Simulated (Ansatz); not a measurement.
We consider AlCr2C (P6₃/mmc, No. 194, 8 atoms in the cell; start mp-9956), described by PBEsol (PAW; Ansatz, a quantum-chemistry and plane-wave program).

Run with plane-wave cutoff 520 eV, 24×24×6 k mesh (along the axes of the cell as run), Fermi–Dirac smearing 0.05 eV, no spin polarisation, scalar-relativistic PAW data made under PBE.

Cell (relaxed at this level):

AlCr2C is modelled in the hexagonal space group P6₃/mmc (No. 194), Pearson symbol hP8. Conventional cell: a = b = 2.812 Å, c = 12.598 Å, α = β = 90.00°, γ = 120.00°. Al on 2d is coordinated by 6 Cr at 2.643 Å and 6 Al at 2.812 Å (anticuboctahedral). Cr on 4f has 3 C at 1.941 Å and 3 Al at 2.643 Å and 3 Cr at 2.676 Å. C on 2a is surrounded by 6 Cr at 1.941 Å (octahedral). (Neighbours: up to the widest gap in distance over summed covalent radii, below 1.35, at either atom; cation-cation and far metal-metal contacts left out.)

Predict the bulk modulus B0.


* **bulk modulus B0**: 202 GPa

The run finds no gap.

Note: the bulk modulus is −V dP/dV from two relaxed cells at ±2 % in volume; the relaxation could not lower the start's symmetry, so the cell can be a saddle point above a distorted one.

Computing time: roughly 4 core-minutes.

A start named mp-… is a Materials Project structure, which need not be a measured phase.
